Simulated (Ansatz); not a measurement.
# RuAl: transverse stress against strain

RuAl (CsCl type, Pm-3m, 13.192 Å³/atom at rest, cube axes along x, y and z) under a strain ε along a cube axis (axis z), the other axes held. PBEsol in Ansatz, a plane-wave DFT program (PAW, default set), 420 eV, 19×19×19 Γ-centred mesh, Fermi-Dirac smearing 0.10 eV; ions are relaxed within the symmetry of each cell. Stress is positive for a compressed cell.

Here s stands for strain and y for stress xx.

| strain (%) | stress xx (GPa) |
|---|---|
| -1.50 | 2.49 |
| -1.00 | 1.64 |
| -0.50 | 0.81 |
| 0.00 | 0.00 |
| 0.50 | -0.79 |
| 1.00 | -1.55 |
| 1.50 | -2.29 |
| 3.00 | ? |

The 7 complete rows are fitted with a straight line, y against s. Means: s 0, y 0.044. About the means, the sum of products is -11.160 and the sum of squares of s is 7.0000; the slope is their ratio. Least squares gives y = 0.044 - 1.5943·s. Residuals (row less fit): 0.055, 0.002, -0.031, -0.044, -0.037, 0.000, 0.057; standard error 0.046 (degrees of freedom: 5). The slope gives the elastic constant C12 = 159 ± 1.7 GPa.

**Question.** What does the fit predict for y at s = 3.00, and how far is the calculated value from it?

**Answer.** y = 0.044 - 1.5943 × 3.0 = -4.739 GPa. The calculation gives -4.40 GPa, 0.339 GPa above the prediction (4.9 % of the range of y in the table). The row lies outside the fitted rows, so this is an extrapolation. From the scatter of the fitted rows alone, a prediction at this place has a standard error of 0.072 GPa, so the miss is 4.7 times that.

One order more, fitted to all 13 runs of the series, follows each within 0.01, so the miss is the next term of a smooth law. In a metal these values are sensitive to mesh and smearing; energies are taken to zero smearing, stresses follow the free energy. Rows are the converged runs of the series near zero and its far end; series whose fitted rows scatter by over a few per cent of the range, as at a crossing or softening among them, aren't shown in this form. Most that stay on the fit to the last digits aren't either.
